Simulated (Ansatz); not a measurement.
BAs, pressure series

Base system: BAs in the zinc blende structure (space group F-43m, No. 216; a = 4.783 Å).

Cell and atoms are relaxed at each pressure.

Calculations: r2SCAN in Ansatz (plane waves to 500 eV, PAW, no spin-orbit coupling), earlier PAW set.

Candidates:
(a) pressure −2 GPa
(b) pressure 7.5 GPa
(c) pressure −1 GPa
(d) pressure 0.7 GPa

Base values:

```
Quantity                         Value
-----------------------------  -------
Width of the top valence band  5.41 eV
```

Task: Order them by width of the top valence band, highest first.

Result: (b) pressure 7.5 GPa (5.71 eV), (d) pressure 0.7 GPa (5.44 eV), (c) pressure −1 GPa (5.37 eV), (a) pressure −2 GPa (5.33 eV)

The levels and masses belong to the bands next to the band gap. Load acts through the strain it causes; cell and atoms are relaxed under it. No phonon test of stability was made. No other phases were tried under pressure.

Ansatz is an electronic-structure program.
